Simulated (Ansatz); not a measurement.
Input and output of a self-consistent single point for SrAg5 (P6mm, 6 atoms in the cell) (Ansatz, a quantum-chemistry and plane-wave program).

Method: PBEsol, default PAW files made with PBE (plane waves; Ansatz).

The change in words: lattice scaled by 0.98; basis.ecutrho_ratio: default → 8. Reference geometry:
```
CELL_PARAMETERS angstrom
      5.72758     0.00000     0.00000
     -2.86379     4.96023     0.00000
      0.00000     0.00000     4.61871
ATOMIC_POSITIONS crystal
  Sr 0.00000 0.00000 0.01083
  Ag 0.66667 0.33333 0.00000
  Ag 0.33333 0.66667 0.00000
  Ag 0.50000 0.00000 0.50000
  Ag 0.50000 0.50000 0.50000
  Ag 0.00000 0.50000 0.50000
```

Reference input (self-consistent single point, DFT, PBEsol, plane waves, default PAW files made with PBE): basis.ecutwfc = 420 eV; kpoints.mp_grid.grid = 5 5 5; hamiltonian.xc = pbesol; hamiltonian.pseudopotentials = {kind: paw} (the program's default PAW files); scf.occupations.method = gaussian; scf.occupations.width = 0.1 eV. This run's input differs from it in these lines:

Ansatz 0.2 input:
```diff
@@ -2,5 +2,5 @@
   lattice:
-    - [5.72758100, 0.00000000, 0.00000000]
-    - [-2.86379100, 4.96023100, 0.00000000]
-    - [0.00000000, 0.00000000, 4.61871500]
+    - [5.61302900, 0.00000000, 0.00000000]
+    - [-2.80651500, 4.86102600, 0.00000000]
+    - [0.00000000, 0.00000000, 4.52634100]
   atoms:
@@ -14,2 +14,3 @@
   ecutwfc: 420.0
+  ecutrho_ratio: 8
 kpoints:
```

Log, with long lists cut:

```
SCF iter   1: F=—  HF=-41104.458795 eV  |F-HF|=—  |Δ(HF+E_count)|=         —  Δρ=8.03e-3  dr2=7.28e-2  ethr=1.77e-3  ⟨swp⟩=7.9  Hψ=3937  notcnv=0  defer=16
all-band conjugate gradients solve this SCF's bands
preconditioner: auto → LDOS
SCF iter   2: F=—  HF=-41104.473572 eV  |F-HF|=—  |Δ(HF+E_count)|=   1.48e-2  Δρ=1.12e-2  dr2=1.20e-1  ethr=6.93e-5  ⟨swp⟩=2.0  Hψ=1982  notcnv=0  defer=58
   [... lines left out ...]
SCF iter   4: F=—  HF=-41104.439006 eV  |F-HF|=—  |Δ(HF+E_count)|=   2.63e-4  Δρ=3.21e-4  dr2=1.46e-4  ethr=1.23e-6  ⟨swp⟩=2.0  Hψ=1478  notcnv=0  defer=58
SCF iter   5: F=—  HF=-41104.438994 eV  |F-HF|=—  |Δ(HF+E_count)|=   1.17e-5  Δρ=1.35e-4  dr2=3.62e-5  ethr=1.39e-7  ⟨swp⟩=2.0  Hψ=1304  notcnv=0  defer=58
SCF iter   6: F=—  HF=-41104.438959 eV  |F-HF|=—  |Δ(HF+E_count)|=   3.51e-5  Δρ=2.13e-5  dr2=1.18e-6  ethr=3.44e-8  ⟨swp⟩=2.0  Hψ=1278  notcnv=0  defer=58
SCF iter   7: F=-41104.438959 eV  HF=-41104.438959 eV  |F-HF|=5.74e-8  |Δ(HF+E_count)|=   1.99e-7  Δρ=5.67e-6  dr2=8.88e-8  ethr=9.52e-11  ⟨swp⟩=9.3  Hψ=4561  notcnv=0
SCF 1 converged in 7 iterations: F = -41104.438959 eV  dr2 = 8.88e-8
Free energy (F): -41104.438959 eV
Internal energy: -41104.418138 eV  (E = F + TS)
E sigma→0 (E₀):  -41104.428548 eV
Entropy (-TS):   -0.020820 eV (-3.470 meV/atom)
Fermi energy:    14.353980 eV
--- Forces (eV/Å), atoms counted from 1 ---
  atom   1  Sr    -0.00000000     0.00000000    -0.03484869
  atom   2  Ag     0.00000000     0.00000000    -0.01379228
  atom   3  Ag    -0.00000000     0.00000000    -0.01379228
  atom   4  Ag     0.00000000     0.00000000     0.02078563
  atom   5  Ag     0.00000000     0.00000000     0.02078563
  atom   6  Ag     0.00000000     0.00000000     0.02078563
--- Stress (GPa, compression-positive) ---
        0.423598       0.000000       0.000000
        0.000000       0.423598       0.000000
        0.000000       0.000000       2.988932
  P = ⅓ Tr σ = 1.2787 GPa (12.787 kbar)
  The stress holds the Pulay correction. Without it, at fixed plane waves, as pw.x and ABINIT print it: P = 1.2469 GPa
```

The run converged in 7 iterations. Against the reference run the free energy drops by 8.4 meV/atom, the pressure goes from -3.10 to 1.28 GPa and the largest force goes from 0.029 to 0.035 eV/Å.

The starting cell comes from a database of computed structures (which also holds hypothetical and non-ambient phases and stackings), without a prior relaxation at this level. Its lattice was rescaled by up to half a per cent. One atom was moved a little off its site on purpose. For this run, on top of that: lattice scaled by 0.98. Ansatz's pressure includes its estimate of the finite-basis (Pulay) stress.
